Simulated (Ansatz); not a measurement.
## A computed series for CoSn: response to strain

Base system: CoSn (space group P6/mmm, No. 191; a = 5.2178 Å, c = 4.1725 Å; non-magnetic). Axes: x lies along a and z along c of the hexagonal cell.

Strains are applied to the cell and any free atomic positions relax; under biaxial strain the out-of-plane vector relaxes too; under stress the whole cell relaxes.

Computed with Kohn–Sham DFT with the PBEsol functional, run in Ansatz (an electronic-structure program) with PAW and 420 eV plane waves, spin-orbit coupling left out.

Notes on the quantities. pressure: mean of the normal stresses, compression positive.

| change | volume per atom | pressure |
|---|---|---|
| base | 16.40 Å³ | 0.0 GPa |
| biaxial strain −3.61 %, plane normal [001], relaxed out of plane | 15.54 Å³ | 9.5 GPa |
| biaxial strain +0.28 %, plane normal [001], relaxed out of plane | 16.46 Å³ | -0.6 GPa |
| biaxial strain +0.43 %, plane normal [001], relaxed out of plane | 16.50 Å³ | -0.9 GPa |
| isotropic strain −4.88 % | 14.11 Å³ | 31.3 GPa |
| isotropic strain +2.72 % | 17.77 Å³ | -9.7 GPa |
| uniaxial strain ε_zz = −1.22 % | 16.20 Å³ | 1.9 GPa |
| uniaxial strain ε_zz = +0.32 % | 16.45 Å³ | -0.5 GPa |
| uniaxial stress, 0.5 GPa tension along z | 16.42 Å³ | – |

Without a gap, meshes like the base's 10×10×11 leave anisotropic stresses uncertain by several tenths of a GPa, and small strain energies with them. Beyond what the load breaks, stability against distortions was not tested. Seeded moments were not kept for the base. All final runs are without spin polarisation.
